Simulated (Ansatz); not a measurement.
# Cs2AgBiBr6: isotropic strain −0.75 %

The reference is Cs₂AgBiBr₆ (space group Fm-3m, No. 225; a = 11.187 Å).

Now apply this change: the cell is scaled by 0.9925 in all directions; the atoms relax in the strained cell.

Level of theory: PBEsol (Ansatz, a program for electronic structure), no spin-orbit coupling. Γ-centred 5×5×5 mesh, Fermi–Dirac width 0.05 eV.

```json
[
 {"quantity": "volume per atom", "base": "35.00 Å³", "changed": "34.22 Å³", "shift": "-0.78 Å³"},
 {"quantity": "shortest interatomic distance", "base": "2.753 Å", "changed": "2.726 Å", "shift": "-0.027 Å"},
 {"quantity": "energy relative to the base (free energy F)", "base": "0 meV/atom", "changed": "+1.5 meV/atom", "shift": "+1.5 meV/atom"},
 {"quantity": "pressure", "base": "0.00 GPa", "changed": "0.64 GPa", "shift": "+0.64 GPa"},
 {"quantity": "band gap", "base": "1.10 eV", "changed": "1.06 eV", "shift": "-0.04 eV"},
 {"quantity": "gap character", "base": "indirect, X → L", "changed": "indirect, X → L", "shift": "–"},
 {"quantity": "mean gap deformation potential ΔEg/Δln V", "base": "–", "changed": "+1.8 eV", "shift": "–"},
 {"quantity": "width of the top valence band", "base": "1.27 eV", "changed": "1.34 eV", "shift": "+0.07 eV"},
 {"quantity": "electron mass", "base": "0.36 mₑ along k, 0.25 mₑ across (at L)", "changed": "0.36 mₑ along k, 0.25 mₑ across (at L)", "shift": "–"},
 {"quantity": "hole mass", "base": "0.17 mₑ along k, 0.69 mₑ across (at X)", "changed": "0.16 mₑ along k, 0.66 mₑ across (at X)", "shift": "–"}
]
```

Final structure:

```yaml
crystal:
  lattice:
    - [0.00000, 5.55174, 5.55174]
    - [5.55174, 0.00000, 5.55174]
    - [5.55174, 5.55174, 0.00000]
  atoms:
    - { symbol: Bi, position: [0.00000, 0.00000, 0.00000] }
    - { symbol: Ag, position: [0.50000, 0.50000, 0.50000] }
    - { symbol: Cs, position: [0.25000, 0.25000, 0.25000] }
    - { symbol: Cs, position: [0.75000, 0.75000, 0.75000] }
    - { symbol: Br, position: [0.25447, 0.74553, 0.25447] }
    - { symbol: Br, position: [0.25447, 0.74553, 0.74553] }
    - { symbol: Br, position: [0.74553, 0.25447, 0.74553] }
    - { symbol: Br, position: [0.74553, 0.25447, 0.25447] }
    - { symbol: Br, position: [0.25447, 0.25447, 0.74553] }
    - { symbol: Br, position: [0.74553, 0.74553, 0.25447] }
```

Cost of the whole job for the changed cell (relaxation, final SCF and bands): very roughly 90 core-seconds.

Spin-orbit coupling, missing from the scalar runs, can matter with Bi. Effective masses come from finite differences of ±0.01 Å⁻¹. Along k means along the line from Γ to the band edge. No phonon test of stability was made.
